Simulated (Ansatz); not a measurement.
```
PbSe
1.0
    0.00000     3.10883     3.10883
    3.10883     0.00000     3.10883
    3.10883     3.10883     0.00000
Se Pb
1 1
Direct
  0.00000   0.00000   0.00000
  0.50000   0.50000   0.50000
```

No spin polarisation.

0.0421 holes added to each cell, a density of 7.0×10^20 cm⁻³, with a uniform compensating background at fixed cell and a 300 K Fermi–Dirac width.

Level of theory: Ansatz (an electronic-structure program) PBE, no spin-orbit coupling, earlier PAW set. Settings: 21×21×21 k-points, 0.0259 eV Fermi–Dirac smearing.

### Question
Predict the gap between the host's bands, gap character and Fermi level from band edge.

### Answer
- Gap between the host's bands = 0.46 eV
- Gap character = direct at L
- Fermi level relative to the doped band's edge (positive inside the band; to 0.05 eV) = +0.35 eV

Carriers are added with a uniform compensating background; total energy and stress of such cells depend on the potential's zero and are not compared; many-body gap narrowing is missing at this level. Spin-orbit coupling, missing from the scalar runs, can matter with Pb. Whether these cells are dynamically stable was not tested. The cell was made from PbSe in the rock salt structure (space group Fm-3m, No. 225) by this change: holes 7.0×10^20 cm⁻³.
